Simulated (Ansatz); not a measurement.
PtS₂ (model structure, started from the rutile type, P4₂/mnm, No. 136, 6 atoms in the cell)

These are PBEsol (Ansatz, an electronic-structure program, PAW) values and carry that method's errors.

Settings: plane-wave cutoff 500 eV, 8×8×10 k mesh (along the axes of the cell as run), Fermi–Dirac smearing 0.05 eV, scalar-relativistic PAW data made under PBE.

Cell (relaxed at this level):

```cif
data_Pt2S4
_chemical_formula_sum 'Pt2 S4'
_space_group_name_H-M_alt 'P 1'
_space_group_IT_number 1
_cell_length_a 5.36164
_cell_length_b 5.36164
_cell_length_c 3.79166
_cell_angle_alpha 90.000
_cell_angle_beta 90.000
_cell_angle_gamma 90.000
loop_
_space_group_symop_operation_xyz
  'x, y, z'
loop_
_atom_site_label
_atom_site_type_symbol
_atom_site_fract_x
_atom_site_fract_y
_atom_site_fract_z
_atom_site_occupancy
Pt1 Pt 0.00000 0.00000 0.00000 1
Pt2 Pt 0.50000 0.50000 0.50000 1
S1 S 0.30998 0.30998 0.00000 1
S2 S 0.80998 0.19002 0.50000 1
S3 S 0.19002 0.80998 0.50000 1
S4 S 0.69002 0.69002 0.00000 1
```

```json
{
  "band_gap": "zero (no gap)"
}
```

Note: the relaxation could raise the start's symmetry but not lower it, so the cell can be a saddle point.

Spin–orbit coupling is not included.

Computing time: around 4 core-minutes (rough).

A model structure was made by putting elements into a prototype or built by hand; it is no filed structure, need not be a known phase, and can be a saddle point held by its symmetry.
